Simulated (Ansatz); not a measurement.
Start from AgCl in the rock salt structure (space group Fm-3m, No. 225; a = 5.447 Å).

The values are results of plane-wave PAW DFT at the PBEsol level (Ansatz, an electronic-structure program, 420 eV), no spin-orbit coupling, not measurements.

For the base:

| Quantity | Value |
|---|---|
| Smallest direct gap | 3.03 eV |
| Electron mass | 0.25 mₑ (at Γ) |
| Valley order | Γ 0.72 eV; X along ⟨100⟩ 2.13 eV |

One thing is altered: the cell is scaled by 1.0050 in all directions, atoms relaxed at fixed cell.

Question: How does this affect the smallest direct gap?

Answer: The smallest direct gap drops by 0.054 eV, from 3.03 eV to 2.97 eV.

Question: Estimate the effect on the electron mass.

Answer: The electron mass remains 0.25 mₑ (at Γ).

Question: What does the calculation give for the valley order after the change?

Answer: The valley order (the lowest conduction-band minima on the path, energy above the VBM, named in the base's zone) becomes Γ 0.73 eV; X along ⟨100⟩ 2.16 eV (base: Γ 0.72 eV; X along ⟨100⟩ 2.13 eV).

The cells carry an imposed strain or load. Effective masses come from finite differences of ±0.01 Å⁻¹. Whether these cells are dynamically stable was not tested.
